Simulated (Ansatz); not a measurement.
Start from HfN in the rock salt structure (space group Fm-3m, No. 225; a = 4.468 Å; relaxed with 0.1 eV smearing). Axes: x, y, z lie along the cube axes.

Structures relaxed with Kohn–Sham DFT with the LDA functional, run in Ansatz (a quantum-chemistry and plane-wave program) with PAW and 420 eV plane waves, no SOC.

Base:

Simulated powder pattern, Mo Kα, λ = 0.71073 Å (kinematic, ideal powder, no thermal factors, no anomalous dispersion; the 14 strongest lines at most, above 2 %, up to 2θ = 40°):

```json
[
 {"2θ (°)": "15.84", "I/Imax (%)": "100", "hkl": "(111)"},
 {"2θ (°)": "18.30", "I/Imax (%)": "70", "hkl": "(200)"},
 {"2θ (°)": "26.00", "I/Imax (%)": "53", "hkl": "(220)"},
 {"2θ (°)": "30.59", "I/Imax (%)": "52", "hkl": "(311)"},
 {"2θ (°)": "31.98", "I/Imax (%)": "19", "hkl": "(222)"},
 {"2θ (°)": "37.10", "I/Imax (%)": "8.6", "hkl": "(400)"}
]
```

After one change:

Simulated powder pattern, Mo Kα, λ = 0.71073 Å (kinematic, ideal powder, no thermal factors, no anomalous dispersion; the 14 strongest lines at most, above 2 %, up to 2θ = 40°):

```csv
2θ (°),I/Imax (%)
15.73,100
15.95,32
18.25,93
25.78,35
26.06,34
30.35,18
30.46,35
30.70,17
31.77,19
32.23,6.0
36.98,11
```

Problem. What was done to the base?
(A) biaxial strain −0.42 %, plane normal [111], relaxed out of plane
(B) biaxial strain +0.83 %, plane normal [111], relaxed out of plane
(C) biaxial strain +0.42 %, plane normal [111], relaxed out of plane
(D) biaxial strain −0.83 %, plane normal [111], relaxed out of plane

Solution. B, biaxial strain +0.83 %, plane normal [111], relaxed out of plane. Its volume per atom is 11.25 Å³ against 11.15 Å³, and its space group is R-3m (No. 166).

Whether these cells are dynamically stable was not tested. The final runs are not spin-polarised.
